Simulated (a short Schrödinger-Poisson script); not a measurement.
Stack: MOS inversion layer, SiO2 on p-type Ge(100), at 300 K.

| layer | material | thickness (nm) | Na (cm⁻³) |
|---|---|---|---|
| 1 | SiO2 | 1.9 | - |
| 2 | Ge | 950 | 1.9e17 |

The device is made up for the run: typed textbook-type constants, with dimensions and the other settings drawn at random. SiO2: permittivity 3.9, conduction-band edge (eV) 3.1, gap (eV) 9, electron mass (mₑ) 0.5. Ge: permittivity 16, conduction-band edge (eV) 0, gap (eV) 0.664, Nv at 300 K (cm⁻³) 6e18.

Channel valleys (confinement mass, in-plane density-of-states mass, number): L4 0.12, 0.295, 4. At the gate the conduction-band edge of layer 1 lies 3.43 eV − eVg above the Fermi level of the channel; the field vanishes at the back. Gaps are held at their typed values at every temperature. Mesh 0.03 nm at interfaces.

From a short Schrödinger-Poisson script (our own, NumPy): 1D Poisson equation in equilibrium, electrons classical, Fermi-Dirac, parabolic valleys, classical holes, full ionisation, no traps, pinning or gate leakage.

The same stack at other levels of the model or other numerical settings:

| run | sheet density of all electrons at Vg = 1.9 V (cm⁻²) | sheet density of all electrons at Vg = 0.7 V (cm⁻²) | capacitance at Vg = 1.9 V (μF/cm²) | centroid of the channel electrons at Vg = 1.9 V (nm) | rough cost against the base |
|---|---|---|---|---|---|
| base | 1.42e13 | 2.44e12 | 1.62 | 1.07 | about 1 |
| electrons treated as classical, Boltzmann | 1.52e13 | 2.54e12 | 1.75 | 0.59 | 0.2 |
| electrons treated as quantum, Hartree | 1.27e13 | 1.84e12 | 1.54 | 2.13 | 5 |
| mesh six times as coarse | 1.41e13 | 2.41e12 | 1.60 | 1.15 | 0.3 |

The classical rows ignore confinement, and Boltzmann statistics overrate the density once the band edge passes the Fermi level.

Only the L valleys are kept; under strong confinement the Δ valleys of Ge fill too.
